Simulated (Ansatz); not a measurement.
Effect of biaxial strain −2.00 %, plane normal [001], relaxed out of plane on MoSi2

Take MoSi$_{2}$ (space group I4/mmm, No. 139; a = 3.1901 Å, c = 7.8220 Å; relaxed with 0.1 eV smearing) as the base. Axes: x, y, z lie along a, b, c of the conventional cell.

One thing is altered: compressive biaxial strain of 2.00 % in the plane normal to [001], as in epitaxy on a mismatched substrate; the out-of-plane cell vector and the atoms relax.

Level of theory: PBEsol in Ansatz (plane waves to 420 eV, PAW, spin-orbit coupling left out). Γ-centred 25×25×25 mesh, Fermi–Dirac width 0.1 eV.

* **Volume per atom**: 12.85 Å³ (base 13.27 Å³)
* **Space group**: I4/mmm (No. 139) (base I4/mmm (No. 139))
* **Shortest interatomic distance**: 4.850 bohr (base 4.876 bohr)
* **Energy relative to the base (free energy F)**: +17 meV/atom
* **Pressure (mean of the normal stresses, compression positive)**: 7.2 GPa (base 0.0 GPa)
* **Band gap**: zero (base zero)
* **Out-of-plane strain**: +0.82 %
* **Ratio −ε⊥/ε∥**: 0.41

Final structure (turned so that z lies along the plane normal):

```yaml
crystal:
  lattice:
    - [3.12627, 0.00000, 0.00000]
    - [0.00000, 3.12627, 0.00000]
    - [1.56314, -1.56314, 3.94315]
  atoms:
    - { symbol: Si, position: [0.33471, 0.66529, 0.33058] }
    - { symbol: Si, position: [0.66529, 0.33471, 0.66942] }
    - { symbol: Mo, position: [0.00000, 0.00000, 0.00000] }
```

No phonon test of stability was made. All final runs are without spin polarisation.

Ansatz is a program for electronic structure.
